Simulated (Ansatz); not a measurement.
Output of an Ansatz run (abridged):

```
WARN ansatz: RAYON_NUM_THREADS=1 ignored (pool sized by the plan → 1); use --threads N
Pseudopotentials: kind: paw
Pseudopotential: Hg, paw, valence charge 20
Pseudopotential: S, paw, valence charge 6
Crystal: 2 atoms, lattice volume = 49.303 Å³
Basis set: ecut = 420 eV, 941 PW (Γ), exchange–correlation on 60×60×60 points (8 copies of the dense FFT grid, shifted against one another)
Bands: 17, of which v1, the nominal top of the filled ones, is band 13 counted from 1 (12 counted from 0)
Symmetry: 24 space group operations
Space group: F-43m (ITA 216), of the structure as read, at distance tolerance 3.7e-5 Å
k-points: 20 of 343 (time reversal used)
Initial density: superposition of atomic densities (neutral atoms: chi_scale 0, normalization atom), corrected by the library's trained network
Initial wavefunctions: pseudopotential atomic-orbital guess
Eigensolver: davidson
Functional: x = pbe(κ = 0.804, μ = 0.2195149727645171), c = pbe(β = 0.06672455060314922)
SCF iter   1: F=—  HF=-14715.739365 eV  |F-HF|=—  |Δ(HF+E_count)|=         —  Δρ=9.48e-4  dr2=4.92e-4  ethr=1.77e-3  ⟨swp⟩=5.8  Hψ=1721  notcnv=0
all-band conjugate gradients solve this SCF's bands
preconditioner: auto → none
SCF iter   2: F=—  HF=-14715.739737 eV  |F-HF|=—  |Δ(HF+E_count)|=   3.72e-4  Δρ=4.45e-4  dr2=6.98e-5  ethr=1.89e-6  ⟨swp⟩=2.6  Hψ=788  notcnv=0
SCF iter   3: F=—  HF=-14715.739739 eV  |F-HF|=—  |Δ(HF+E_count)|=   2.08e-6  Δρ=1.89e-4  dr2=9.45e-6  ethr=2.69e-7  ⟨swp⟩=2.0  Hψ=500  notcnv=0
SCF iter   4: F=—  HF=-14715.739763 eV  |F-HF|=—  |Δ(HF+E_count)|=   2.42e-5  Δρ=7.14e-5  dr2=1.37e-6  ethr=3.63e-8  ⟨swp⟩=2.0  Hψ=491  notcnv=0
iter 5 did not close the SCF: its close was put off for the readings that it lacked (scf_convergence_deferred on its scf_iter line)
SCF iter   5: F=-14715.739767 eV  HF=-14715.739767 eV  |F-HF|=1.59e-7  |Δ(HF+E_count)|=   4.25e-6  Δρ=1.37e-5  dr2=4.68e-8  ethr=5.26e-9  ⟨swp⟩=2.0  Hψ=521  notcnv=0
SCF iter   6: F=-14715.739767 eV  HF=-14715.739767 eV  |F-HF|=7.84e-9  |Δ(HF+E_count)|=   1.67e-7  Δρ=3.11e-6  dr2=2.49e-9  ethr=1.80e-10  ⟨swp⟩=2.1  Hψ=1200  notcnv=0
SCF 1 converged in 6 iterations: F = -14715.739767 eV  dr2 = 2.49e-9
SCF converged after 6 iterations
Free energy (F): -14715.739767 eV
Harris-Foulkes:  -14715.739767 eV  (|F-HF|=7.84e-9)
Internal energy: -14715.739014 eV  (E = F + TS)
E sigma→0 (E₀):  -14715.739391 eV
Entropy (-TS):   -0.000753 eV (-0.376 meV/atom)
Fermi energy:    8.644807 eV
--- Per-component energies (eV) ---
  E_band       = -488.027928
  E_kinetic    = 710.462604
  E_local      = -3405.113081  (includes V_loc(G=0)·N_el)
  E_nonlocal   = 101.453572
  E_hartree    = 1449.707155
  E_xc         = -317.350231
  E_vxc        = -349.538398  (∫ρ·V_xc dr)
  E_paw        = -10544.225952  (= ΣΔE_a)
  E_vpaw       = -444.708315  (= ΣTr[D̂ρ^β])
  E_aug_tail   = 0.000959  (compensation charges beyond the density's cutoff)
  E_ewald      = -2710.674040
  E_smearing   = -0.000753  (= −TS)
  E_closure    = 0.000000  (closes the sum)
  Σ components = -14715.739767   (vs F -14715.739767, Δ=0.00e0)
--- Forces (eV/Å), atoms counted from 1 ---
  atom   1  Hg     0.00000000     0.00000000    -0.00000000
  atom   2  S     -0.00000000     0.00000000     0.00000000
  max |Σ_I F_I| component: 2.41e-16 eV/Å
--- Stress (GPa, compression-positive) ---
        5.425645       0.000000       0.000000
        0.000000       5.425645       0.000000
       -0.000000       0.000000       5.425645
  P = ⅓ Tr σ = 5.4256 GPa (54.256 kbar)
  The stress holds the Pulay correction. Without it, at fixed plane waves, as pw.x and ABINIT print it: P = 5.3936 GPa
--- Band table (eV; the first three rows and the last of 20) ---
  k-point 0: bands = ["-105.6761", "-54.1530", "-54.1530", "-54.1530", "-4.8097", "1.3930", "1.3930", "1.3930", "2.3406", "2.3406", "8.1757", "8.6003", "8.6003", "8.6003", "14.5727", "14.5727", "14.5727"]
  k-point 1: bands = ["-105.6761", "-54.1532", "-54.1530", "-54.1530", "-4.7082", "1.4293", "1.4420", "1.4420", "2.3376", "2.3376", "6.9030", "8.3997", "8.3997", "9.5256", "14.1341", "14.8381", "14.8381"]
  k-point 2: bands = ["-105.6761", "-54.1536", "-54.1531", "-54.1531", "-4.4721", "1.5397", "1.5397", "1.6580", "2.3558", "2.3558", "5.1854", "7.9716", "7.9716", "10.1094", "14.3506", "15.2395", "15.2395"]
  k-point 19: bands = ["-105.6761", "-54.1538", "-54.1536", "-54.1534", "-4.0741", "1.7115", "1.8762", "2.2125", "2.3127", "3.0057", "3.4532", "5.6428", "6.4791", "12.2886", "13.7499", "15.5312", "16.8351"]
```

The structure:

```
CELL_PARAMETERS angstrom
      0.00000     2.91038     2.91038
      2.91038     0.00000     2.91038
      2.91038     2.91038     0.00000
ATOMIC_POSITIONS crystal
  Hg 0.00000 0.00000 0.00000
  S  0.25000 0.25000 0.25000
```

Problem. What input produced this log?

Solution. Other spellings and defaults could give the same log, and not every line can be read from it. The input that was run (DFT, PBE, plane waves, default PAW files):

Ansatz 0.2 input:
```yaml
# HgS
crystal:
  lattice:
    - [0.000000, 2.910375, 2.910375]
    - [2.910375, 0.000000, 2.910375]
    - [2.910375, 2.910375, 0.000000]
  atoms:
    - { symbol: Hg, position: [0.000000, 0.000000, 0.000000] }
    - { symbol: S, position: [0.250000, 0.250000, 0.250000] }
basis:
  ecutwfc: 420.0
kpoints:
  mp_grid: { grid: [7, 7, 7] }
hamiltonian:
  xc: pbe
  pseudopotentials: { kind: paw }
scf:
  occupations: { method: fermi_dirac, width: 0.05 }
output:
  forces: true
  eigenvalues: true
  stress: true
```

The starting cell has typed, rounded lattice constants, without a prior relaxation at this level. Its lattice was rescaled by up to half a per cent. Spin-orbit coupling is off. With a pressure of about 5 GPa the cell is away from its equilibrium volume at this level. Ansatz's pressure includes its estimate of the finite-basis (Pulay) stress. The run gives no clean gap (levels at the Fermi energy touch, overlap or are partly filled at this smearing), which alone does not show that the compound is a metal.

Ansatz is an electronic-structure program.
